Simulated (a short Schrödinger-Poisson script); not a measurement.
System: gated Al0.3Ga0.7As/GaAs modulation-doped gas, at 77 K.

```tsv
layer	material	thickness (nm)	Nd (cm⁻³)	Na (cm⁻³)
1	Al0.3Ga0.7As	8	-	-
2	Al0.3Ga0.7As	40	9.5e17	-
3	Al0.3Ga0.7As	3	-	-
4	GaAs	6000	-	6e14
```

The device is made up for the run: typed textbook-type constants, with dimensions and the other settings drawn at random. Al0.3Ga0.7As: permittivity 12.05, conduction-band edge (eV) 0.237, gap (eV) 1.798, electron mass (mₑ) 0.0919, Nv at 300 K (cm⁻³) 9e18. GaAs: permittivity 12.9, conduction-band edge (eV) 0, gap (eV) 1.424, Nv at 300 K (cm⁻³) 9e18.

Channel valleys (confinement mass, in-plane density-of-states mass, number): Γ 0.067, 0.067, 1. At the gate the conduction-band edge of layer 1 lies 0.99 eV − eVg above the Fermi level of the channel; the field vanishes at the back. Donor level 0.006 eV below the band edge. The barrier under the gate holds no holes. Gaps are held at their typed values at every temperature. Mesh 0.08 nm at interfaces.

Solved with a short Schrödinger-Poisson script written for these runs: 1D Poisson equation in equilibrium, electrons quantum, Hartree (BenDaniel-Duke, 40 states a valley, the channel's in-plane mass for all, wave functions free to enter the barrier), parabolic valleys, classical holes, donors ionised by Fermi statistics, acceptors fully, no traps, pinning or gate leakage.

The same stack at other levels of the model or other numerical settings:

| run | sheet density of all electrons at Vg = 0.5 V (cm⁻²) | sheet density of all electrons at Vg = -0.5 V (cm⁻²) | capacitance at Vg = 0.5 V (μF/cm²) | centroid of the channel electrons at Vg = 0.5 V (nm) | rough cost against the base |
|---|---|---|---|---|---|
| base | 9.15e11 | 2.75e11 | 0.393 | 6.11 | about 1 |
| electrons treated as classical, Boltzmann | 1.19e12 | 3.12e11 | 0.391 | ? | 0.02 |
| electrons treated as classical, Fermi-Dirac | 9.82e11 | 2.92e11 | 0.392 | 4.74 | 0.1 |
| electrons treated as quantum, Hartree plus LDA exchange-correlation | 9.65e11 | 2.84e11 | 0.393 | ? | 2 |
| mesh six times as coarse | 9.15e11 | 2.75e11 | 0.392 | ? | 0.2 |
| one subband a valley | 8.84e11 | 2.75e11 | 0.392 | 5.45 | 0.2 |

Task: Complete the blanks.

Result: 
- mesh six times as coarse, centroid of the channel electrons at Vg = 0.5 V (nm): 6.07
- electrons treated as quantum, Hartree plus LDA exchange-correlation, centroid of the channel electrons at Vg = 0.5 V (nm): 5.72
- electrons treated as classical, Boltzmann, centroid of the channel electrons at Vg = 0.5 V (nm): 1.55

The classical rows ignore confinement, and Boltzmann statistics overrate the density once the band edge passes the Fermi level.
